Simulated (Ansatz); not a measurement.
Sc₂B₂Ge (model structure, started from the Ti2InB2 type, P-6m2, No. 187, 5 atoms in the cell): properties by level of theory

```json
[
 {"level (code)": "LDA (Ansatz)", "lattice constant a (Å)": "3.121", "c axis length (Å)": "7.740", "bulk modulus B0 (GPa)": "142", "cohesive energy (eV/atom)": "6.56"},
 {"level (code)": "PBE (Ansatz)", "lattice constant a (Å)": "3.176", "c axis length (Å)": "7.911", "bulk modulus B0 (GPa)": "125", "cohesive energy (eV/atom)": "5.64"},
 {"level (code)": "PBEsol (Ansatz)", "lattice constant a (Å)": "3.149", "c axis length (Å)": "7.818", "bulk modulus B0 (GPa)": "134", "cohesive energy (eV/atom)": "6.12"}
]
```

Caveats: the bulk modulus is −V dP/dV from two relaxed cells at ±2 % in volume (LDA, PBE, PBEsol). Ansatz's density-functional and Hartree–Fock values are scalar-relativistic unless marked +SOC, with PAW data made under PBE.

Free atoms are spin-polarised, in the lowest state found; at levels without +SOC their spin–orbit coupling is left out.

The computed numbers hold no vibrational or temperature effects.

A model structure was made by putting elements into a prototype or built by hand; it is no filed structure, need not be a known phase, and can be a saddle point held by its symmetry.

Ansatz is a first-principles code.
